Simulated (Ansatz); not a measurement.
We consider stishovite (SiO2), described by r²SCAN+rVV10 (Ansatz, an electronic-structure program, plane waves, PAW).

Settings: plane-wave cutoff 560 eV, 8×8×12 k mesh (along the axes of the cell as run), Fermi–Dirac smearing 0.01 eV, scalar-relativistic PAW data made under PBE.

On both sides of the equilibrium volume: at 7.598 Å³/atom the pressure is 6.59 GPa and the direct gap at Γ 6.896 eV; at 7.908 Å³/atom they are -5.82 GPa and 6.246 eV. The fitted bulk modulus is 309 GPa.

### Question
Work out the volume deformation potential of this gap and its pressure coefficient, in two ways.

### Answer
a_V = dE_g/d ln V = (6.246 − 6.896)/ln(7.908/7.598) = -16.25 eV. Since dP = −B d ln V, dE_g/dP = −a_V/B = 53 meV/GPa. Straight from the pressures: (6.896 − 6.246)/(6.59 − (-5.82)) = 52 meV/GPa. At this level and over this range the gap at Γ widens under pressure.

Note: the bulk modulus comes from volumes at which shape and atoms were relaxed.
